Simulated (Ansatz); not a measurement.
For NbSi₂ (P6₂22, No. 180), PBE (PAW; Ansatz, a quantum-chemistry and plane-wave program) gives:

```
Item                   Value
-------------------  -------
lattice parameter a  4.813 Å
lattice parameter c  6.612 Å
```

Task: What does r²SCAN+rVV10 in Ansatz (plane waves, PAW) give for the same quantities?

Result: 
- lattice constant a: 4.787 Å (shrinks by 0.5 %)
- lattice parameter c: 6.573 Å (shrinks by 0.6 %)

Changes are worked out from the printed values.

Unless a cell is named, each level is at its own relaxed cell (PBE 14.74, r²SCAN+rVV10 14.50 Å³/atom).

Ansatz's density-functional and Hartree–Fock values are scalar-relativistic unless marked +SOC, with PAW data made under PBE.
